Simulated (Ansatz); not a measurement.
Take SiGe in the wurtzite structure (space group P6_3mc, No. 186; a = 3.9004 Å, c = 6.4434 Å; a model cell, its experimental status unchecked) as the base.

Perturbation: a hydrostatic pressure of 15 GPa.

Levels (all Ansatz, a quantum-chemistry and plane-wave program, PAW, earlier PAW set): PBEsol (420 eV, no spin-orbit coupling); PBEsol+SOC (420 eV, with spin-orbit coupling).

The geometry is relaxed with PBEsol.

- PBEsol band gap: 0.09 eV
- PBEsol pressure: 15.0 GPa

Task: How does going to PBEsol+SOC change the band gap and pressure?

Result: The band gap changes from 0.09 eV to zero; the pressure stays 15.0 GPa.

Single points use the geometry relaxed with PBEsol. The spin-orbit shifts are approximate. Load acts through the strain it causes; cell and atoms are relaxed under it. No phonon test of stability was made. Competing high-pressure phases were not computed. Gaps under 0.05 eV, about the width of the smearing, are given as zero. A zero or small gap of SiGe under pressure 15 GPa can be the functional's error rather than a property of the material.
